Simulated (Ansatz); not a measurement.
HfTeSe (P3m1, No. 156, 3 atoms in the cell; start mp-1224271)

Calculation: r²SCAN (PAW; Ansatz, a first-principles code).

Settings: plane-wave cutoff 560 eV, 18×18×8 k mesh (along the axes of the cell as run), Fermi–Dirac smearing 0.05 eV, scalar-relativistic PAW data made under PBE.

Cell (relaxed at this level):

```yaml
crystal:
  lattice:
    - [3.88977, 0.00000, 0.00000]
    - [-1.94488, 3.36864, 0.00000]
    - [0.00000, 0.00000, 6.77042]
  atoms:
    - { symbol: Hf, position: [0.00000, 0.00000, 0.98184] }
    - { symbol: Te, position: [0.66667, 0.33333, 0.25118] }
    - { symbol: Se, position: [0.33333, 0.66667, 0.76699] }
```

For HfTeSe (P3m1, No. 156, 3 atoms in the cell; start mp-1224271), the band gap comes out as 0.17 eV (on the SCF k mesh).

Note: the relaxation could not lower the start's symmetry, so the cell can be a saddle point above a distorted one; the cell has widely spaced layers and the level no dispersion term, so their spacing and the moduli can rest on weak binding.

Spin–orbit coupling is not included; it can close the smallest gap of 0.17 eV.

The computed numbers hold no vibrational or temperature effects.

Computing time: very roughly 25 core-minutes.

A start named mp-… is a Materials Project structure, which need not be a measured phase.
